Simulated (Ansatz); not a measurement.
## Several settings converged on Ga (Cm, 4 atoms in the cell)

```
CELL_PARAMETERS angstrom
      2.24870    -3.81085     0.00000
      2.24870     3.81085     0.00000
      0.00000     0.00000     4.50735
ATOMIC_POSITIONS crystal
  Ga 0.15490 0.84510 0.93009
  Ga 0.34510 0.65490 0.41900
  Ga 0.65490 0.34510 0.58100
  Ga 0.84510 0.15490 0.08100
```

Base method: PBEsol, default PAW files made with PBE (plane waves; Ansatz, a first-principles code).

Base settings: basis.ecutwfc = 420 eV; kpoints.mp_grid.grid = 7 7 5; hamiltonian.xc = pbesol; hamiltonian.pseudopotentials = {kind: paw} (the program's default PAW files); scf.occupations.method = gaussian; scf.occupations.width = 0.1 eV.

The count of work is k-points × plane waves × bands × iterations; it is no time. 

**Shifted k-point meshes**

In this ladder: kpoints.mp_grid.shift = 0.5 0.5 0.5.

Only quantities that move along the ladder and can be compared are tabulated.

| kpoints.mp_grid.grid | free energy less the last step's (meV/atom) | pressure (GPa) | largest difference of a force vector from the last step's (eV/Å) | count of work / last |
|---|---|---|---|---|
| 2 2 1 | -575.84 | -6.59 | 0.532 | 0.0016 |
| 2 2 2 | -50.68 | -2.31 | 0.573 | 0.0022 |
| 3 3 2 | -25.77 | -0.68 | 0.427 | 0.0044 |
| 4 4 3 | -0.90 | -0.93 | 0.137 | 0.012 |
| 5 5 4 | 1.27 | -1.06 | 0.073 | 0.019 |
| 7 7 6 | -0.71 | -0.75 | 0.017 | 0.069 |
| 9 9 8 | 0.91 | -0.68 | 0.017 | 0.13 |
| 11 11 10 | -0.03 | -0.74 | 0.003 | 0.27 |
| 18 18 16 | 0.00 | -0.73 | 0.000 | 1.0 |

Coarsest kpoints.mp_grid.grid that holds the free energy within 2 meV/atom of the last step, with all finer ones: 4 4 3, at 0.012 of the last step's count of work; the step before is off by 26 meV/atom.

Coarsest kpoints.mp_grid.grid that holds the pressure within 0.5 GPa of the last step, with all finer ones: 3 3 2, at 0.0044 of the last step's count of work; the step before is off by 1.6 GPa.

Coarsest kpoints.mp_grid.grid that holds the forces within 0.01 eV/Å of the last step, with all finer ones: 11 11 10, at 0.27 of the last step's count of work; the step before is off by 0.017 eV/Å.

**The k-point mesh at a smearing width of 0.3 eV**

In this ladder: scf.occupations.width = 0.3 eV.

Only quantities that move along the ladder and can be compared are tabulated.

```tsv
kpoints.mp_grid.grid	free energy less the last step's (meV/atom)	pressure (GPa)	largest difference of a force vector from the last step's (eV/Å)	count of work / last
3 3 3	-7.94	-0.24	0.142	0.0093
4 4 3	-26.74	-0.67	0.078	0.016
5 5 4	-21.58	-0.85	0.060	0.027
5 5 5	-8.18	-0.88	0.019	0.032
6 6 6	1.12	-0.68	0.023	0.063
9 9 8	1.70	-0.67	0.009	0.15
14 14 12	-0.14	-0.68	0.003	0.53
17 17 14	0.00	-0.68	0.000	1.0
```

Coarsest kpoints.mp_grid.grid that holds the forces within 0.01 eV/Å of the last step, with all finer ones: 9 9 8, at 0.15 of the last step's count of work; the step before is off by 0.023 eV/Å.

Coarsest kpoints.mp_grid.grid that holds the free energy within 5 meV/atom of the last step, with all finer ones: 6 6 6, at 0.063 of the last step's count of work; the step before is off by 8.2 meV/atom.

Coarsest kpoints.mp_grid.grid that holds the pressure within 0.1 GPa of the last step, with all finer ones: 6 6 6, at 0.063 of the last step's count of work; the step before is off by 0.20 GPa.

**The width of Methfessel-Paxton smearing**

In this ladder: kpoints.mp_grid.grid = 12 12 8; scf.occupations.method = methfessel_paxton.

Narrow widths need finer meshes than wide ones, so the last steps can hold mesh noise.

Only quantities that move along the ladder and can be compared are tabulated; pressure and forces are left out, as mesh noise rules them at narrow widths.

```tsv
scf.occupations.width	free energy less the last step's (meV/atom)
1 eV	10.98
0.5 eV	0.49
0.3 eV	-0.38
0.2 eV	-0.26
0.1 eV	-0.05
0.05 eV	0.00
```

Widest scf.occupations.width that holds the free energy within 1 meV/atom of the last step, with all finer ones: 0.5 eV; the step before is off by 11 meV/atom.

On the base run: the starting cell has typed, rounded lattice constants, without a prior relaxation at this level. Its lattice was rescaled by up to half a per cent. One atom was moved a little off its site on purpose. Ansatz's pressure includes its estimate of the finite-basis (Pulay) stress.

Left out of this page: 2 runs of the series outside the window shown, repeating another row's setting, or not comparable.

Keys are those of Ansatz 0.2.
